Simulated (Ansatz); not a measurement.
## Hf3N4, pressure series

Base system: Hf$_{3}$N$_{4}$ (space group I-43d, No. 220; a = 6.651 Å).

Cell and atoms are relaxed at each pressure.

Computed with PBEsol, PAW, 420 eV (Ansatz, a quantum-chemistry and plane-wave program; spin-orbit coupling left out).

Candidates:
(a) pressure −2 GPa
(b) pressure 3 GPa
(c) pressure 0.7 GPa

Before the change:

```
Item        Value
--------  -------
Band gap  1.02 eV
```

Q: Order them by band gap, highest first.

A: (b) pressure 3 GPa (1.05 eV), (c) pressure 0.7 GPa (1.02 eV), (a) pressure −2 GPa (1.00 eV)

With Hf present, leaving out spin-orbit coupling can change the band edges. Load acts through the strain it causes; cell and atoms are relaxed under it. No phonon test of stability was made.
